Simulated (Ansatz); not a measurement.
The starting structures come from a database of crystals and need not be the phases stable at ambient conditions.

 Where the default PAW files enter, the runs use the earlier of Ansatz's two default sets.

**Evanescent states of Ba2NF (R-3m, not sure to be the ambient phase, 4 atoms a cell, 23.4 Å³ an atom) along the normal of (110)**

Method: r2SCAN (plane waves, PAW; Ansatz, a first-principles code).

No gap correction and no spin-orbit coupling; mid-gap values are interpolated between computed energies.

Energies count from the valence-band top; κ is the least over a 6×6 mesh across the current.

```csv
E (eV),κ (1/Å),where
0.04,0.143,off Γ
0.12,0.234,off Γ
0.20,0.254,Γ
0.28,0.259,Γ
0.36,0.262,Γ
0.44,0.264,Γ
0.52,0.265,Γ
0.60,0.255,Γ
0.68,0.241,Γ
0.76,0.225,Γ
0.84,0.207,Γ
0.92,0.186,Γ
1.00,0.161,Γ
1.08,0.131,Γ
1.16,0.090,Γ
```

How thick must the barrier be to attenuate the transmission by 10^6 when the electrodes' Fermi level lies at 0.68 eV, and what attenuation does that film give at 0.04 eV?

d = 6 ln 10 / (2 × 0.241) = 28.7 Å. At 0.04 eV it gives 6 × 0.143/0.241 = 3.6 decades.
